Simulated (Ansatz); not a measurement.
Start from HgTe in the zinc blende structure (space group F-43m, No. 216; a = 6.510 Å).

Level of theory: plane-wave PAW DFT at the PBEsol level (Ansatz, an electronic-structure program, 420 eV), no spin-orbit coupling.

One change was made to it. Results:

```
quantity                             base       after
-----------------------------  ----------  ----------
shortest interatomic distance     2.819 Å     2.812 Å
density                        7.90 g/cm³  7.96 g/cm³
```

Problem. Which change produced these results?
A. pressure 0.3 GPa
B. pressure 7.5 GPa
C. pressure 1.5 GPa
D. pressure −1 GPa

Solution. A, pressure 0.3 GPa. For comparison, the shortest interatomic distance in the other runs: pressure 7.5 GPa gives 2.701 Å; pressure 1.5 GPa gives 2.789 Å; pressure −1 GPa gives 2.843 Å.

A case with no gap was solved on a k-mesh chosen for an insulator, which is coarse for it. Load acts through the strain it causes; cell and atoms are relaxed under it. Stability against distortions was not tested. Tetrahedral semiconductors of this kind turn to denser phases somewhere between about 1 and 50 GPa; those were not computed, so compressed cells here can lie past the real transition. All final runs are without spin polarisation.
